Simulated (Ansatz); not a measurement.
Cost and result by functional for the surface energy of the (320) surface of bcc Nb in its 1x1 cell, outermost plane spacing 0.46 Å in the ideal cut, in Ansatz (plane waves, PAW). Single points on the PBE structure, on one kind of machine; costs are rough ratios of the slab run's core time (references not counted) to the cheapest single point. r2SCAN's cost holds its higher cutoff (500 against 420 eV). Differences are taken against r2SCAN for comparison alone: no measured value is at hand, so the table doesn't rank accuracy.

Model: 23-atom slab, 10.1 Å thick at the start (thin: gaps and levels are the slab's own), 11x4x1 mesh, Fermi-Dirac 0.1 eV, dipole correction, all atoms relaxed; symmetry of the start imposed; no spin, no spin-orbit, no U. These notes are the PBE run's.

| functional | relative cost | surface energy (J/m²) | less r2SCAN (J/m²) |
|---|---|---|---|
| RPBE | 1 | 2.04 | -0.29 |
| LDA | 1 | 2.53 | 0.20 |
| PBEsol | 1 | 2.45 | 0.12 |
| r2SCAN | 2 | 2.33 | 0.00 |
| PBE (the relaxed run's value) | – | 2.20 | -0.13 |

The values span 0.49 J/m², while the single points' costs differ by a factor of roughly 2. Differences are of unrounded values.

Ansatz is a quantum-chemistry and plane-wave program.
